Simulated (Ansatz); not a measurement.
Base system: WS2 (space group P6_3/mmc, No. 194; a = 3.1541 Å, c = 12.1408 Å; layered, stacked along the Cartesian z axis). Axes: x lies along a and z along c of the hexagonal cell.

Calculations: DFT with PBE-D3(BJ), PAW potentials and a 420 eV plane-wave cutoff in Ansatz (a quantum-chemistry and plane-wave program), scalar-relativistic without spin-orbit coupling.

It is then changed as follows: tensile biaxial strain of 3.00 % in the plane normal to [001], as in epitaxy on a mismatched substrate; the out-of-plane cell vector and the atoms relax.

### Question
What happens to the out-of-plane strain and in-plane stress?

### Answer
The out-of-plane strain amounts to -0.93 %; the mean in-plane stress (compression positive) amounts to -8.1 GPa.

No phonon test of stability was made.
